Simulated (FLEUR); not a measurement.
Worked example: self-consistent single point of Eu₃V (Fm-3m, 4 atoms in the cell) in FLEUR.

Level of theory: LDA (Vosko-Wilk-Nusair), all-electron FLAPW (FLEUR), scalar-relativistic valence run with FLEUR.

```yaml
crystal:
  lattice:
    - [0.00000, 4.06157, 4.06157]
    - [4.06157, 0.00000, 4.06157]
    - [4.06157, 4.06157, 0.00000]
  atoms:
    - { symbol: Eu, position: [0.25000, 0.25000, 0.25000], spin: 7.0 }
    - { symbol: Eu, position: [0.75000, 0.75000, 0.75000], spin: 7.0 }
    - { symbol: Eu, position: [0.50000, 0.50000, 0.50000], spin: 7.0 }
    - { symbol: V, position: [0.00000, 0.00000, 0.00000], spin: 2.0 }
```
(The spins are starting values, not results.)

Reference input (self-consistent single point, DFT, LDA (Vosko-Wilk-Nusair), all-electron FLAPW (FLEUR), scalar-relativistic valence): Kmax = 3.8 1/bohr; GmaxXC = 11.4 1/bohr; xcFunctional = vwn; jspins = 2; l_soc = F; mode = hist; fermiSmearingEnergy = 0.00367493 Htr; mesh (inpgen div1-3) = 5 5 5; inpgen gamma flag = false; Gmax = 11.4 1/bohr; numbands = 0; maxIterBroyd = 40. This run's input differs from it in these lines:

```diff
@@ -17,3 +17,3 @@
 &exco xctyp='vwn' /
-&kpt div1=5 div2=5 div3=5 /
+&kpt div1=1 div2=1 div3=1 /
 &end /
```

Output, abridged:

```
 Iteration:     1   Distance:      81.38641851 me/bohr^3
 Iteration:     2   Distance:      24.15405219 me/bohr^3
 Iteration:     3   Distance:      12.83008111 me/bohr^3
 Iteration:     4   Distance:       9.20149537 me/bohr^3
 Iteration:     5   Distance:       9.70549949 me/bohr^3
   [... 51 lines left out ...]
 Iteration:    57   Distance:       0.01038318 me/bohr^3
 Iteration:    58   Distance:       0.00343767 me/bohr^3
 Iteration:    59   Distance:       0.00140948 me/bohr^3
 Iteration:    60   Distance:       0.00150706 me/bohr^3
 Run finished successfully
 Stop message:
   all done

[file out, last iteration]
             iter=     60
[...]
          total density-effective poten   -5.6902315677E+04
          total charge density-energy d   -7.5204133122E+02
 Updated energy parameters for spin:           1
 Updated energy parameters for spin:           2
[...]
 fermi energy and band-weighting factors:
   [... lines left out ...]
          first approx. to ef    (T=0)  :   0.240365 htr   (energy of the highest occ. eigenvalue)
FERHIS:  Fermi-Energy by histogram:
          bandgap                     :   0.000000 htr
          charge neutrality (T=0)     :   0.000000    (zero if the highest occ. eigenvalue is "entirely" occupied)
     EF_NEWTON:  Adjust Fermi-Energy by Newton-Method.
 Direct bandgap for spin            1 :    4.8141240773324628E-002  Htr
 Direct bandgap for spin            2 :    4.8397609719164736E-002  Htr
 ---->    free energy=                    -33482.7870991406 htr
   [... lines left out ...]
                       FX_TOT= 0.000000 FY_TOT= 0.000000 FZ_TOT= 0.000000
 TOTAL FORCE FOR ATOM TYPE=  2  X=  7.675   Y=  7.675   Z=  7.675
                       FX_TOT= 0.000000 FY_TOT= 0.000000 FZ_TOT= 0.000000
 TOTAL FORCE FOR ATOM TYPE=  3  X=  0.000   Y=  0.000   Z=  0.000
                       FX_TOT= 0.000000 FY_TOT= 0.000000 FZ_TOT= 0.000000
No new postions, force convergence required= 0.00001; max force distance= 0.00000
---->    distance of charge densities for spin  1                 it=   60:     0.001490 me/bohr**3
---->    distance of charge densities for spin  2                 it=   60:     0.000093 me/bohr**3
---->    distance of charge densities for it=   60:     0.001507 me/bohr**3
---->    distance of spin densities for it=   60:     0.001479 me/bohr**3
GENERALIZED ANDERSON MIXING: alpha=   0.05000 History-length=20
     ******* it= 60  is completed********
```

The run ended unconverged after 60 iterations. 

The starting cell comes from a database of computed structures (which also holds hypothetical and non-ambient phases and stackings), without a prior relaxation at this level. Spin-orbit coupling is off. Values depend on the basis (sphere radii, cutoffs, local orbitals), which need not be converged.

Cost on one core of a shared machine: roughly 80 s.
